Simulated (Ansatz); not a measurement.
**MgO: response to strain**

Take MgO in the rock salt structure (space group Fm-3m, No. 225; a = 4.214 Å) as the base. Axes: x, y, z lie along the cube axes.

Strains are applied to the cell and any free atomic positions relax.

Calculations: Ansatz (a program for electronic structure) PBEsol, spin-orbit coupling left out.

```tsv
uniaxial strain ε_zz (%)	band gap (eV)
-3	4.89
-2.5	?
-2	4.80
-1.5	4.75
-1	4.71
-0.5	4.66
0	4.62
```

**Question.** Fit E_g = E₀ + Dε (ε in %) to the rows shown and predict the withheld row.

**Answer.** Least squares on the printed values gives E₀ = 4.62 eV, D = -90.6 meV per % of strain (largest residual 0.00 eV); this predicts 4.84 eV, and the run gives 4.84 eV, in agreement.

No phonon test of stability was made.
